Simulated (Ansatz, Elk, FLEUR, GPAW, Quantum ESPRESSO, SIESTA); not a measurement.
**One structure in several programs: Sn2Ir (Fm-3m, 3 atoms in the cell)**

Self-consistent single point, at a second geometry (lattice scaled by 0.98). First geometry:

```xyz
3
Lattice="0.0000 3.1835 3.1835 3.1835 0.0000 3.1835 3.1835 3.1835 0.0000" Properties=species:S:1:pos:R:3 pbc="T T T"
Sn     4.7753     4.7753     4.7753
Sn     1.5918     1.5918     1.5918
Ir     0.0000     0.0000     0.0000
```

Shared settings, as Ansatz (a quantum-chemistry and plane-wave program) writes them: kpoints.mp_grid.grid = 12 12 12; scf.occupations.method = fermi_dirac; scf.occupations.width = 0.1 eV. Potentials and cutoffs stand in the table.

```
code                                                                                                                                      model  ΔF from the first geometry (meV/atom)  pressure (GPa)           cutoff
----------------  -----------------------------------------------------------------------------------------------------------------------------  -------------------------------------  --------------  ---------------
FLEUR                                                                           PBEsol, all-electron FLAPW (FLEUR), scalar-relativistic valence                                   24.3               –  Kmax 4.1 1/bohr
GPAW                                                                                      PBEsol, GPAW PAW datasets PBEsol (made by gpaw-setup)                                   18.3            6.78           600 eV
Ansatz                                                                                                          PBEsol, PAW files made with PBE                                   23.0            7.44           420 eV
SIESTA            GGA PBEsol, numerical atomic orbitals TZP, PseudoDojo PBEsol standard norm-conserving potentials (rewritten from UPF to PSML)                                   26.5            7.87      grid 300 Ry
Quantum ESPRESSO                                                                           PBEsol, GBRV 1.5 ultrasoft (PBESOL) pseudopotentials                                   23.1            7.15            40 Ry
Elk                                                             PBEsol, all-electron FP-LAPW, Elk's shipped species files, default APW+lo basis                                   17.9               –          default
```

A dash marks a value that a program does not give, or that is left out as unsure.

On Ansatz's run: spin-orbit coupling is off. Spin polarisation is off.

The spread over the programs that give each value: ΔF from the first geometry within 8.6 meV/atom; pressure within 1.09 GPa.

SIESTA uses small atom-centred bases, whose incompleteness enters pressures, forces and empty levels differently from a plane-wave cutoff. FLEUR and Elk treat all electrons, but the usual bases taken here (sphere radii, linearisation, local orbitals, empty states) were not tested for convergence, so the values are no reference for the others. Ansatz's pressure is given at a fixed set of plane waves, as the other plane-wave codes print theirs.

The starting cell comes from a database of computed structures (which also holds hypothetical and non-ambient phases and stackings), without a prior relaxation at this level. For this run, on top of that: lattice scaled by 0.98.

Keys are those of Ansatz 0.2.
